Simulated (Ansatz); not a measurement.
Calculation: PBE (plane waves to 420 eV, PAW; Ansatz, a first-principles code).

Plane-averaged electrostatic potential energy along the normal, in eV from the Fermi level, for a constructed model of the (0001) surface of hcp Hf, a pseudomorphic layer of Rh in the host's stacking (bottom of the slab: a bare face, its two planes held):

```csv
z (Å),V (eV)
3.79,4.35
4.08,4.35
4.37,4.34
4.67,4.32
4.96,4.29
5.25,4.23
5.54,4.11
5.83,3.88
6.12,3.45
6.42,2.67
6.71,1.27
7.00,-1.20
7.29,-5.61
7.58,-10.77
7.87,-13.44
8.17,-13.55
8.46,-11.32
8.75,-6.38
9.04,-1.82
9.33,-0.39
9.62,-2.00
9.92,-6.70
10.21,-11.46
10.50,-13.44
10.79,-13.08
11.08,-10.08
11.37,-4.82
11.67,-1.10
11.96,-0.43
12.25,-2.65
12.54,-7.65
12.83,-11.99
13.12,-13.48
13.42,-12.74
13.71,-9.32
14.00,-4.12
14.29,-1.08
14.58,-1.15
14.87,-4.38
15.17,-9.60
15.46,-12.88
15.75,-13.51
16.04,-11.88
16.33,-7.42
16.62,-2.58
16.92,-0.68
17.21,-1.78
17.50,-6.00
17.79,-10.95
18.08,-13.27
18.37,-13.20
18.67,-10.68
18.96,-5.57
19.25,-1.34
19.54,-0.11
19.83,-1.64
20.12,-6.17
20.42,-11.30
20.71,-13.72
21.00,-13.58
21.29,-10.99
21.58,-6.58
21.87,-5.83
22.17,-11.12
22.46,-16.20
22.75,-16.53
23.04,-11.40
23.33,-3.77
23.62,1.13
23.92,2.83
24.21,3.58
24.50,3.93
24.79,4.09
25.08,4.17
25.37,4.21
25.67,4.23
25.96,4.23
26.25,4.24
26.54,4.24
26.83,4.24
27.12,4.24
```

Slab: 7 atoms, 15.4 Å thick at the start; k 13x13x1, smearing 0.1 eV, dipole-corrected; 2 atoms held, the rest relaxed; held to the start's symmetry, so lower structures may exist; no spin, no spin-orbit, no U. It is one candidate, not shown to be the stable structure of the face.

The vacuum level lies 4.24 eV above the Fermi level over the top face and 4.36 eV above it under the bottom face.
